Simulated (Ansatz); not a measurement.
K2S: energy against strain

K2S (antifluorite, Fm-3m, 32.900 Å³/atom at rest) under an equal strain ε in the (001) plane with the normal axis free, as in a coherent film. PBEsol in Ansatz, a plane-wave DFT program (PAW, default set), 420 eV, 8×8×8 Γ-centred mesh, Fermi-Dirac smearing 0.05 eV; ions are relaxed within the symmetry of each cell.

Here s stands for strain and y for E less E0.

| strain (%) | E less E0 (meV/atom) |
|---|---|
| -3.00 | ? |
| -1.50 | 1.90 |
| -1.00 | 0.85 |
| -0.50 | 0.21 |
| 0.00 | 0.00 |
| 0.50 | 0.20 |
| 1.00 | 0.80 |
| 1.50 | 1.80 |

Task: Using a parabola, estimate the missing y at s = -3.00 from the other rows, showing the fit.

Result: Least squares gives y = 0.000 - 0.0293·s + 0.8224·s². Residuals (row less fit): 0.006, -0.002, -0.010, 0.000, 0.009, 0.007, -0.006; standard error 0.009 (degrees of freedom: 4). Twice the quadratic coefficient over the volume, 2 × 0.8224 meV × 10⁴ × 0.1602 / 32.900 Å³, is twice the biaxial elastic modulus of this plane = 80 ± 0.4 GPa. At the withheld row, y = 0.000 - 0.0293 × (-3.0) + 0.8224 × (-3.0)² = 7.490 meV/atom. The calculation gives 7.69 meV/atom, 0.200 meV/atom above the prediction (2.6 % of the range of y in the table). The row lies outside the fitted rows, so this is an extrapolation. From the scatter of the fitted rows alone, a prediction at this place has a standard error of 0.034 meV/atom, so the miss is 5.9 times that.

One order more, fitted to all 13 runs of the series, follows each within 0.01, so the miss is the next term of a smooth law. Rows are the converged runs of the series near zero and its far end; series whose fitted rows scatter by over a few per cent of the range, as at a crossing or softening among them, aren't shown in this form. Most that stay on the fit to the last digits aren't either.
